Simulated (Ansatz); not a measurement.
Functionals compared on the (100) surface of bcc Nb in its 1x1 cell, outermost plane spacing 1.66 Å in the ideal cut, in Ansatz (plane waves, PAW). The structure was relaxed with PBE; the other rows are single points on it, each with its references at the same level. Cutoff 420 eV (500 eV for r2SCAN).

Model: 7-atom slab, 9.9 Å thick at the start (thin: gaps and levels are the slab's own), 11x11x1 mesh, Fermi-Dirac 0.1 eV, dipole correction, all atoms relaxed; start symmetry kept, larger cells not searched; no spin, no spin-orbit, no U. These notes are the PBE run's.

| functional | surface energy (J/m²) | work function of the top face (eV) | rough cost of the single point |
|---|---|---|---|
| PBE | 2.37 | 3.58 | – |
| LDA | 2.71 | 3.86 | roughly 21 core-seconds |
| PBEsol | 2.61 | 3.66 | about 25 core-seconds (a rough figure) |
| RPBE | 2.21 | 3.42 | roughly 25 core-seconds |
| r2SCAN | 2.49 | 3.54 | around 40 core-seconds (rough) |

Ansatz is a quantum-chemistry and plane-wave program.
